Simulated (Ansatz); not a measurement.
Results of PBEsol+SOC (Ansatz, a first-principles code, PAW) for rock-salt LaTe.

Numerical settings: plane-wave cutoff 520 eV, 16×16×16 k mesh, Fermi–Dirac smearing 0.05 eV, PAW data made under PBE.

Pressure at four volumes; x = ln(V/32.619 Å³). One pressure is withheld.

```json
[
 {"V (Å³/atom)": "30.662", "x": "-0.0619", "P (GPa)": "?"},
 {"V (Å³/atom)": "31.315", "x": "-0.0408", "P (GPa)": "2.76"},
 {"V (Å³/atom)": "32.619", "x": "0.0000", "P (GPa)": "0.00"},
 {"V (Å³/atom)": "34.577", "x": "0.0583", "P (GPa)": "-3.14"}
]
```

### Question
Pass a parabola P(x) through the three rows shown, estimate the bulk modulus and its pressure derivative near zero pressure, and predict the withheld pressure.

### Answer
Slopes between the rows: (0.00 − (2.76))/(0.0000 − (-0.0408)) = -67.65 and (-3.14 − (0.00))/(0.0583 − (0.0000)) = -53.86 GPa. Their difference over the span 0.0991 is c = 13.79/0.0991 = 139.2 GPa, so P(x) = 2.76 + (-67.65)(x − (-0.0408)) + 139.2 (x − (-0.0408))(x − (0.0000)). At the middle row B = −dP/dx = −[-67.65 + 139.2 × 0.0408] = 62.0 GPa, and B′ = dB/dP = 2c/B = 4.5. At x = -0.0619 the parabola gives 4.37 GPa; the run gives 4.39 GPa. The Birch–Murnaghan fit to the energies at all volumes has B0 = 61.6 GPa and B′ = 4.5.
